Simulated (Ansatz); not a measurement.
The parent structure is HfO2 in the fluorite structure (space group Fm-3m, No. 225; a = 5.058 Å).

Level of theory: Ansatz (a quantum-chemistry and plane-wave program), r2SCAN, PAW, cutoff 500 eV, spin-orbit coupling left out.

One change was made to it. Results:

The hole mass becomes 0.27 mₑ along k, 2.4 mₑ across (at X) (base: 0.28 mₑ along k, 2.9 mₑ across (at X)); the shortest interatomic distance shrinks by 0.161 Å, from 2.190 Å to 2.029 Å; the electron mass (degenerate bands, along [100]) comes out as 0.37, 1.5 mₑ (at Γ); the density rises by 2.79 g/cm³ (10.80 g/cm³ → 13.59 g/cm³).

Which of these changes matches the shifts?
(A) pressure 50 GPa
(B) pressure 7 GPa
(C) pressure −1 GPa
(D) pressure 100 GPa

D, pressure 100 GPa. For comparison, the electron mass in the other runs: pressure 7 GPa gives 1.1 mₑ along k, 0.75 mₑ across (at X); pressure −1 GPa gives 1.2 mₑ along k, 0.76 mₑ across (at X); pressure 50 GPa gives 1.00 mₑ along k, 0.70 mₑ across (at X).

Spin-orbit coupling, missing from the scalar runs, can matter with Hf. The levels and masses belong to the bands next to the band gap. Load acts through the strain it causes; cell and atoms are relaxed under it. Masses are band curvatures over ±0.01 Å⁻¹ around the edge. Along k means along the line from Γ to the band edge. Whether these cells are dynamically stable was not tested. No other phases were tried under pressure. This is not the structure that HfO2 has at room temperature and ambient pressure.
